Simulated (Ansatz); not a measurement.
## NbSi2 (P6₂22, No. 180)

Method: PBE-D3(BJ) in Ansatz (PAW).

Numerical settings: plane-wave cutoff 520 eV, 12×12×8 k mesh (along the axes of the cell as run), Fermi–Dirac smearing 0.05 eV, no spin polarisation, scalar-relativistic PAW data made under PBE.

Cell: relaxed at this level.

```
Item                  Value
------------------  -------
lattice constant a  4.750 Å
c axis length       6.547 Å
```

Ansatz is a first-principles code.
